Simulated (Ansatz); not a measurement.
## Pressure series in GaAs

Take GaAs in the zinc blende structure (space group F-43m, No. 216; a = 5.603 Å) as the base.

Cell and atoms are relaxed at each pressure.

Computed with LDA, PAW, 420 eV (Ansatz, an electronic-structure program; scalar-relativistic without spin-orbit coupling).

Computed cases, in order: pressure −2 GPa; pressure −1 GPa; 0 GPa (base); pressure 0.9 GPa; pressure 2.1 GPa; pressure 4.5 GPa; pressure 9 GPa; pressure 15 GPa; pressure 22.5 GPa; pressure 30 GPa.

**Question.** Between which two neighbouring cases does the gap turn between direct and indirect?

**Answer.** Between pressure 4.5 GPa (0.90 eV, direct at Γ) and pressure 9 GPa (1.09 eV, indirect, Γ → Γ–X (87 % along)). The whole series: pressure −2 GPa: 0.27 eV, direct at Γ; pressure −1 GPa: 0.38 eV, direct at Γ; 0 GPa (base): 0.49 eV, direct at Γ; pressure 0.9 GPa: 0.58 eV, direct at Γ; pressure 2.1 GPa: 0.69 eV, direct at Γ; pressure 4.5 GPa: 0.90 eV, direct at Γ; pressure 9 GPa: 1.09 eV, indirect, Γ → Γ–X (87 % along); pressure 15 GPa: 0.99 eV, indirect, Γ → X; pressure 22.5 GPa: 0.87 eV, indirect, Γ → X; pressure 30 GPa: 0.76 eV, indirect, Γ → X.

Load acts through the strain it causes; cell and atoms are relaxed under it. Whether these cells are dynamically stable was not tested. Measured, GaAs leaves this structure (for a Cmcm phase) near 15 GPa (room temperature; as listed in arXiv:1906.07825). A zero or small gap of GaAs under pressure −2 GPa can be the functional's error rather than a property of the material.
